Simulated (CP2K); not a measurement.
Band structure of LuHO₂ (Pmn2_1, 8 atoms in the cell).

```xyz
8
Lattice="3.3585 0.0000 0.0000 0.0000 4.7291 0.0000 0.0000 0.0000 5.3065" Properties=species:S:1:pos:R:3 pbc="T T T"
Lu     0.0000     3.4118     5.2223
Lu     1.6793     1.3173     2.5690
H      1.6793     0.8876     5.1033
H      0.0000     3.8415     2.4501
O      1.6793     0.0717     4.5149
O      0.0000     4.6573     1.8616
O      0.0000     2.4379     3.3225
O      1.6793     2.2912     0.6693
```

Computed with LDA (Pade form), GPW, DZVP-MOLOPT-SR-GTH basis, GTH-PADE potentials (GTH_POTENTIALS) run with CP2K 2026.2.

Settings: CUTOFF = 500 Ry; REL_CUTOFF = 50 Ry; SMEAR/METHOD = FERMI_DIRAC; ELECTRONIC_TEMPERATURE = 116.05 K; KPOINTS/SCHEME = MONKHORST-PACK 7 5 4; GAMMA_CENTERED = T; XC_FUNCTIONAL = PADE; Lu/BASIS_SET = DZVP-MOLOPT-SR-GTH; Lu/POTENTIAL = GTH-PADE-q25; H/BASIS_SET = DZVP-MOLOPT-SR-GTH; H/POTENTIAL = GTH-PADE-q1; O/BASIS_SET = DZVP-MOLOPT-SR-GTH; O/POTENTIAL = GTH-PADE-q6; METHOD = GPW.

The starting cell comes from a database of computed structures (which also holds hypothetical and non-ambient phases and stackings), without a prior relaxation at this level. Spin-orbit coupling is off. Values carry the incompleteness of an atom-centred basis.

### Question
Predict the gap along the standard path and the places of the band edges.

### Answer
The gap along the path is 4.42 eV, direct at Γ to within 0.01 eV.

Levels in eV from the top of the valence band on the SCF mesh, bands 35 to 39:
```tsv
point	35	36	37	38	39
Γ	-0.78	-0.28	-0.19	0.00	4.42
X	-1.05	-1.05	-0.56	-0.56	6.19
S	-0.76	-0.76	-0.51	-0.51	6.03
Y	-0.97	-0.49	-0.38	-0.24	5.71
Z	-0.70	-0.70	-0.67	-0.67	5.37
U	-0.94	-0.94	-0.41	-0.40	5.15
R	-0.82	-0.82	-0.56	-0.55	6.20
T	-0.29	-0.29	-0.26	-0.26	5.71
```

Higher empty bands are left out: an atom-centred basis made for the valence describes them poorly.
